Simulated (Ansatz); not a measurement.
Consider the following.

```
HfC
1.0
    0.00000     2.30353     2.26897
    2.30353     0.00000     2.26897
    2.30353     2.30353     0.00000
Hf C
1 1
Direct
  0.00000   0.00000   0.00000
  0.50000   0.50000   0.50000
```

No spin polarisation.

Method: PBEsol (Ansatz, an electronic-structure program; PAW; 420 eV plane waves; no spin-orbit coupling). Γ-centred 22×22×22 mesh, Fermi–Dirac width 0.1 eV.

Problem. Predict the band gap and stress.

Solution. The band gap comes out as zero and the stress (xx, yy, zz, yz, xz, xy; compression positive) is (1.6, 1.6, 8.8, 0.0, 0.0, 0.0) GPa.

The cells carry an imposed strain or load. No phonon test of stability was made. The final runs are not spin-polarised. The cell was made from HfC in the rock salt structure (space group Fm-3m, No. 225) by this change: uniaxial strain ε_zz = −1.50 %.
